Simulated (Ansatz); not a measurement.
**PbSe: element substitutions**

Start from PbSe in the rock salt structure (space group Fm-3m, No. 225; a = 6.102 Å).

Each row replaces one element on all its sites; cell and atoms are relaxed.

Levels (all Ansatz, an electronic-structure program, PAW): PBEsol (420 eV, without spin-orbit coupling); r2SCAN (500 eV, spin-orbit coupling left out).

Pressures by level, all at the geometries relaxed with PBEsol:

```json
[
 {"case": "base", "PBEsol": "0.0 GPa", "r2SCAN": "2.1 GPa"},
 {"case": "Pb → Ir", "PBEsol": "0.0 GPa", "r2SCAN": "3.9 GPa"},
 {"case": "Se → Pt", "PBEsol": "0.0 GPa", "r2SCAN": "2.4 GPa"}
]
```

Single points use the geometry relaxed with PBEsol. Their cutoffs differ, which shifts pressures a little. Stability against distortions was not tested. As relaxed here, IrSe and PtPb are hypothetical phases, not in the database extracts checked. The final runs are not spin-polarised. An odd electron count without spin: IrSe. IrSe has a high density of states at the Fermi level and may be magnetic at this level.
